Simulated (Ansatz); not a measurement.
Input and output of a self-consistent single point for PbBrF (P4mm, 6 atoms in the cell) (Ansatz, a program for electronic structure).

Level of theory: PBEsol, default PAW files made with PBE (plane waves; Ansatz).

```yaml
crystal:
  lattice:
    - [4.19761, 0.00000, 0.00000]
    - [0.00000, 4.19761, 0.00000]
    - [0.00000, 0.00000, 7.68533]
  atoms:
    - { symbol: Pb, position: [0.00000, 0.50000, 0.81591] }
    - { symbol: Pb, position: [0.50000, 0.00000, 0.19060] }
    - { symbol: Br, position: [0.50000, 0.00000, 0.65273] }
    - { symbol: Br, position: [0.00000, 0.50000, 0.34727] }
    - { symbol: F, position: [0.50000, 0.50000, 0.00000] }
    - { symbol: F, position: [0.00000, 0.00000, 0.00000] }
```

Reference input (self-consistent single point, DFT, PBEsol, plane waves, default PAW files made with PBE): basis.ecutwfc = 420 eV; kpoints.mp_grid.grid = 5 5 3; hamiltonian.xc = pbesol; hamiltonian.pseudopotentials = {kind: paw} (the program's default PAW files); scf.occupations.method = fermi_dirac; scf.occupations.width = 0.05 eV. This run's input differs from it in these lines:

Ansatz 0.2 input:
```diff
@@ -13,3 +13,3 @@
 basis:
-  ecutwfc: 420.0 eV
+  ecutwfc: 840.0 eV
 kpoints:
```

Output (repeated stretches shortened):

```
SCF iter   1: F=—  HF=-30588.014777 eV  |F-HF|=—  |Δ(HF+E_count)|=         —  Δρ=9.59e-3  dr2=9.49e-2  ethr=1.77e-3  ⟨swp⟩=8.0  Hψ=1897  notcnv=0
all-band conjugate gradients solve this SCF's bands
preconditioner: auto → Resta (q_TF=auto, 2.355 Å⁻¹)
SCF iter   2: F=—  HF=-30587.993837 eV  |F-HF|=—  |Δ(HF+E_count)|=   2.09e-2  Δρ=2.44e-3  dr2=9.89e-3  ethr=1.69e-4  ⟨swp⟩=2.0  Hψ=718  notcnv=0  defer=17
SCF iter   3: F=—  HF=-30587.991913 eV  |F-HF|=—  |Δ(HF+E_count)|=   1.92e-3  Δρ=7.54e-4  dr2=9.82e-4  ethr=1.77e-5  ⟨swp⟩=2.8  Hψ=727  notcnv=0  defer=17
SCF iter   4: F=—  HF=-30587.991821 eV  |F-HF|=—  |Δ(HF+E_count)|=   9.14e-5  Δρ=1.46e-4  dr2=1.85e-5  ethr=1.75e-6  ⟨swp⟩=2.0  Hψ=544  notcnv=0  defer=17
SCF iter   5: F=—  HF=-30587.991714 eV  |F-HF|=—  |Δ(HF+E_count)|=   1.07e-4  Δρ=3.15e-5  dr2=1.20e-6  ethr=3.30e-8  ⟨swp⟩=3.0  Hψ=832  notcnv=0  defer=17
SCF iter   6: F=-30587.991715 eV  HF=-30587.991715 eV  |F-HF|=5.85e-8  |Δ(HF+E_count)|=   1.25e-6  Δρ=6.26e-6  dr2=6.02e-8  ethr=1.79e-10  ⟨swp⟩=10.2  Hψ=2247  notcnv=0
SCF 1 converged in 6 iterations: F = -30587.991715 eV  dr2 = 6.02e-8
Free energy (F): -30587.991715 eV
Internal energy: -30587.991715 eV  (E = F + TS)
E sigma→0 (E₀):  -30587.991715 eV
Fermi energy:    6.936813 eV
--- Forces (eV/Å), atoms counted from 1 ---
  atom   1  Pb     0.00000000     0.00000000    -0.19209968
  atom   2  Pb    -0.00000000     0.00000000     0.09393801
  atom   3  Br     0.00000000     0.00000000     0.01718269
  atom   4  Br    -0.00000000     0.00000000    -0.03798119
  atom   5  F      0.00000000     0.00000000     0.05948447
  atom   6  F     -0.00000000     0.00000000     0.05948447
--- Stress (GPa, compression-positive) ---
       -1.754371       0.000000       0.000000
        0.000000      -1.754371       0.000000
        0.000000       0.000000      -1.061130
  P = ⅓ Tr σ = -1.5233 GPa (-15.233 kbar)
  The stress holds the Pulay correction. Without it, at fixed plane waves, as pw.x and ABINIT print it: P = -1.5324 GPa
```

The run converged in 6 iterations. Against the reference run the free energy drops by 2.8 meV/atom, the pressure stays at -1.52 GPa, the largest force moves little (0.193 to 0.192 eV/Å) and the gap on the mesh stays at 2.677 eV.

The starting cell comes from a database of computed structures (which also holds hypothetical and non-ambient phases and stackings), without a prior relaxation at this level. Its lattice was rescaled by up to half a per cent. One atom was moved a little off its site on purpose. Spin-orbit coupling is off. Ansatz's pressure includes its estimate of the finite-basis (Pulay) stress.
